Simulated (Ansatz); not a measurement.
The reference is WSe$_{2}$ (space group P6_3/mmc, No. 194; layered, stacked along the Cartesian z axis).

```yaml
crystal:
  lattice:
    - [3.27904, 0.00000, 0.00000]
    - [-1.63952, 2.83973, 0.00000]
    - [0.00000, 0.00000, 12.78623]
  atoms:
    - { symbol: W, position: [0.66667, 0.33333, 0.75000] }
    - { symbol: W, position: [0.33333, 0.66667, 0.25000] }
    - { symbol: Se, position: [0.66667, 0.33333, 0.38172] }
    - { symbol: Se, position: [0.33333, 0.66667, 0.88172] }
    - { symbol: Se, position: [0.33333, 0.66667, 0.61828] }
    - { symbol: Se, position: [0.66667, 0.33333, 0.11828] }
```

The values are results of DFT with PBE-D3(BJ), PAW potentials and a 420 eV plane-wave cutoff in Ansatz (a first-principles code), no spin-orbit coupling, not measurements.

For the base:

| Property | Value |
|---|---|
| Band gap | 0.87 eV |
| Valence-band top at Γ | 0.00, -0.96, -1.20 eV |
| Lattice parameter a | 3.279 Å |
| c/a ratio | 3.899 |

One thing is altered: a hydrostatic pressure of 0.3 GPa.

### Question
Estimate the effect on the band gap, valence-band top at Γ, lattice parameter a and c/a ratio.

### Answer
The band gap falls by 0.02 eV, from 0.87 eV to 0.85 eV; the valence-band top at Γ (three highest levels, from the VBM) goes from 0.00, -0.96, -1.20 eV to 0.00, -0.94, -1.22 eV; the lattice parameter a shrinks by 0.003 Å, from 3.279 Å to 3.276 Å; the c/a ratio decreases by 0.010 (3.899 → 3.889).

Spin-orbit coupling, missing from the scalar runs, can matter with W. Load acts through the strain it causes; cell and atoms are relaxed under it. No phonon test of stability was made.
